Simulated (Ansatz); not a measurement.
## Pressure series in TiSi

Take TiSi (space group Pnma, No. 62; a = 6.5077 Å, b = 3.6326 Å, c = 4.9911 Å; a cell from a computed database, its experimental status unchecked) as the base.

Cell and atoms are relaxed at each pressure.

Method: r2SCAN (Ansatz, a first-principles code; PAW; 500 eV plane waves; no spin-orbit coupling), earlier PAW set.

```
pressure (GPa)  volume per atom (Å³/atom)
--------------  -------------------------
-2                                 14.946
-1                                 14.846
0                                  14.749
0.3                                14.720
0.7                                14.682
1.5                                14.608
3                                  14.475
5                                       ?
10                                 13.921
```

Task: Fit the third-order Birch–Murnaghan form P(V) = (3B₀/2)[(V₀/V)^(7/3) − (V₀/V)^(5/3)]·[1 + (3/4)(B₀′ − 4)((V₀/V)^(2/3) − 1)] (squares taken in P) to the rows shown and predict the withheld row.

Result: Least squares on the printed values gives V₀ = 14.749 Å³/atom, B₀ = 154 GPa, B₀′ = 4.0; this predicts 14.306 Å³/atom, and the run gives 14.306 Å³/atom, in agreement.

Load acts through the strain it causes; cell and atoms are relaxed under it. Whether these cells are dynamically stable was not tested. Competing high-pressure phases were not computed. The final runs are not spin-polarised.
